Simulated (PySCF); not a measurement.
PySCF 2.14.0, PBE0/def2-svp, df: Y(NH2)(Me)2 ([CH3][Y]([CH3])[NH2]), 12 atoms. The geometry is a generated start, not checked to be a minimum at this level.

- task: energy
- method: pbe0
- basis: def2-svp
- two-electron scheme: density fitting
- mol.max_memory: 16000 MB
- mf.max_cycle: 100
- mf.init_guess: 1e
- mf.DIIS: CDIIS (default)
- mf.diis_space: 8 (default)
- mf.conv_tol: 1e-09 (default)
- mf.grids.level: 3 (default)
- effective core potentials: those of the basis set, past Kr
- basis functions: 113
- grid points: 142480

Machine: one whole node, Arm Neoverse V2, 96 cores on 1 socket, no SMT, 1 L3 cache group.

Run on 16 threads, 1 BLAS thread, it takes 2.5 s from launch to exit:

```bash
OMP_NUM_THREADS=16 OPENBLAS_NUM_THREADS=1 python -u run.py
```

From its output:

```
[INPUT] num. atoms = 12
[INPUT] num. electrons = 38
number of NR cGTOs = 113
basis = def2-svp
method = DFRKS
initial guess = 1e
DIIS = <class 'pyscf.scf.diis.CDIIS'>
diis_space = 8
direct_scf = False
max_memory 16000 MB (current use 108 MB)
XC functionals = pbe0
grids dens level: 3
tot grids = 142480
auxbasis = def2-svp-jkfit
max_memory = 16000
integrals held in memory: False
...
    CPU time for setting up grids      0.24 sec, wall time      0.14 sec
    CPU time for vxc      1.09 sec, wall time      0.08 sec
    CPU time for cholesky_eri      0.26 sec, wall time      0.10 sec
    CPU time for df vj and vk      0.35 sec, wall time      0.11 sec
init E= -150.545097736981
    CPU time for initialize scf      5.79 sec, wall time      0.60 sec
    CPU time for vxc      1.05 sec, wall time      0.07 sec
    CPU time for df vj and vk      0.08 sec, wall time      0.01 sec
cycle= 1 E= -128.745012873941  delta_E= 21.8  |g|= 6.13  |ddm|= 95.1
    CPU time for cycle= 1      1.14 sec, wall time      0.09 sec
    CPU time for vxc      1.03 sec, wall time      0.07 sec
    CPU time for df vj and vk      0.08 sec, wall time      0.01 sec
cycle= 2 E= -120.124614350264  delta_E= 8.62  |g|= 7.37  |ddm|= 96.7
    CPU time for cycle= 2      1.12 sec, wall time      0.08 sec
    CPU time for vxc      1.03 sec, wall time      0.07 sec
    CPU time for df vj and vk      0.08 sec, wall time      0.01 sec
cycle= 3 E= -162.927849559867  delta_E= -42.8  |g|= 5.99  |ddm|= 22.3
    CPU time for cycle= 3      1.12 sec, wall time      0.08 sec
    CPU time for vxc      1.02 sec, wall time      0.07 sec
    CPU time for df vj and vk      0.08 sec, wall time      0.01 sec
...
    CPU time for df vj and vk      0.08 sec, wall time      0.01 sec
cycle= 14 E= -173.816539027082  delta_E= -2.52e-06  |g|= 0.000598  |ddm|= 0.0039
    CPU time for cycle= 14      1.10 sec, wall time      0.08 sec
    CPU time for vxc      1.03 sec, wall time      0.07 sec
    CPU time for df vj and vk      0.08 sec, wall time      0.01 sec
cycle= 15 E= -173.816539166467  delta_E= -1.39e-07  |g|= 8.93e-05  |ddm|= 0.0011
    CPU time for cycle= 15      1.12 sec, wall time      0.08 sec
    CPU time for vxc      1.02 sec, wall time      0.07 sec
    CPU time for df vj and vk      0.08 sec, wall time      0.01 sec
cycle= 16 E= -173.816539171435  delta_E= -4.97e-09  |g|= 3.62e-05  |ddm|= 0.000243
    CPU time for cycle= 16      1.12 sec, wall time      0.08 sec
    CPU time for vxc      1.03 sec, wall time      0.07 sec
    CPU time for df vj and vk      0.08 sec, wall time      0.01 sec
cycle= 17 E= -173.816539171838  delta_E= -4.03e-10  |g|= 1.18e-05  |ddm|= 5.38e-05
    CPU time for cycle= 17      1.12 sec, wall time      0.08 sec
    CPU time for vxc      1.02 sec, wall time      0.07 sec
    CPU time for df vj and vk      0.08 sec, wall time      0.01 sec
    CPU time for scf_cycle     25.95 sec, wall time      2.11 sec
    CPU time for SCF     25.95 sec, wall time      2.12 sec
converged SCF energy = -173.816539171797
SCF converged: True
wall of the SCF part: 2.119 s
```

Each time is the median wall time of two to five repeats, run one at a time on the otherwise empty machine; start-up is included. Unless noted, each process is bound to its own block of adjacent cores. Build: PyPI wheel: OpenMP (GNU), a bundled serial OpenBLAS 0.3.3 under its C layer, NumPy's threaded OpenBLAS held to generic ARMv8 kernels, libcint, Libxc. Other compilers and libraries give other times. Scratch files lie in a memory file system.

Problem. Read the timing block: which change would cut the largest part, on the same cores and with the result kept within 1.0 meV/atom in energy?

Solution. The largest part is exchange-correlation on the grid (vxc), 54 % of the time from launch to exit. The log has 19 such calls, with about 14 cores busy by their CPU and wall times. One change that relieves it (others may too): going from mf.init_guess = 1e to mf.init_guess = minao (default), one of the fastest of the measured ones that keep the result: 2.5 s to 1.9 s (1.3× as fast). The largest move is in exchange-correlation on the grid (vxc): 1.4 s to 0.94 s. The count of Fock builds goes from 19 to 13. SCF cycles go from 17 to 11. These two results differ by: energy under 0.001 meV/atom. Others tried: mf.init_guess = atom (2.0 s); mf.init_guess = huckel (2.1 s).
